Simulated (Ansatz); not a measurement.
A working Ansatz (a program for electronic structure) input for CaSi2O5 (C2/c, 16 atoms in the cell) (DFT, PBEsol, plane waves, default PAW files made with PBE):

Ansatz 0.2 input:
```yaml
crystal:
  lattice:
    - [3.17080000, -4.19590000, 0.00000000]
    - [3.17080000, 4.19590000, 0.00000000]
    - [-2.57493800, 0.00000000, 6.01502700]
  atoms:
    - { symbol: Ca, position: [0.17059000, 0.82941000, 0.25000000] }
    - { symbol: Ca, position: [0.82941000, 0.17059000, 0.75000000] }
    - { symbol: Si, position: [0.50000000, 0.50000000, 0.50000000] }
    - { symbol: Si, position: [0.50000000, 0.50000000, 0.00000000] }
    - { symbol: Si, position: [0.18657000, 0.81343000, 0.75000000] }
    - { symbol: Si, position: [0.81343000, 0.18657000, 0.25000000] }
    - { symbol: O, position: [0.55900000, 0.44100000, 0.75000000] }
    - { symbol: O, position: [0.44100000, 0.55900000, 0.25000000] }
    - { symbol: O, position: [0.26550000, 0.12990000, 0.91420000] }
    - { symbol: O, position: [0.87010000, 0.73450000, 0.58580000] }
    - { symbol: O, position: [0.73450000, 0.87010000, 0.08580000] }
    - { symbol: O, position: [0.12990000, 0.26550000, 0.41420000] }
    - { symbol: O, position: [0.60310000, 0.20310000, 0.39580000] }
    - { symbol: O, position: [0.79690000, 0.39690000, 0.10420000] }
    - { symbol: O, position: [0.39690000, 0.79690000, 0.60420000] }
    - { symbol: O, position: [0.20310000, 0.60310000, 0.89580000] }
kpoints:
  mp_grid:
    grid: [5, 5, 4]
hamiltonian:
  xc: pbesol
  pseudopotentials:
    kind: paw
scf:
  occupations:
    method: cold
    width: 0.136
output:
  forces: true
  eigenvalues: true
  stress: true
```

The run converged in 7 iterations: free energy E − TS (on the zero of these files) -11703.8543 eV; top of the valence band (on the code's own zero) 7.93 eV; gap on the k-point mesh 5.04 eV; pressure 1.60 GPa; largest force (vector length) 0.424 eV/Å. Each of these slips is then made, one at a time:

(1)
```diff
-    - [-2.57493800, 0.00000000, 6.01502700]
+    - [6.34160000, 0.00000000, 0.00000000]
```

(2)
```diff
+  max_iter: 4
```

Task: Predict the outcome of each change.

Result: 
(1) Linearly dependent lattice vectors. The program stopped before any SCF iteration, with the message: Error: invalid value for `crystal.lattice`: the lattice is degenerate (Ω = 0 Å³): its volume is under 1e-10 Å³.

(2) An iteration limit that is too low. The run ended unconverged after 4 iterations.
```
did not converge after 4 iterations: dr2 = 1.13e-4 (threshold 1.00e-7), under the density mixer `msr1`, which `scf.mixing.algorithm: auto` chose by the deck's other keys (type `scf.mixing.algorithm: msr1` to keep it); raise `scf.max_iter`, which need not help a stalled SCF, or adjust the mixing (`scf.mixing`) or, under a smearing, its width (`scf.o [...]
```

The starting cell comes from a database of published, mostly measured structures (it also holds non-ambient and calculated ones), without a prior relaxation at this level. Ansatz's pressure includes its estimate of the finite-basis (Pulay) stress.

Left out of this page: 2 runs of the series outside the window shown, repeating another row's setting, or not comparable; 1 run of the series stopped by limits of time or memory.
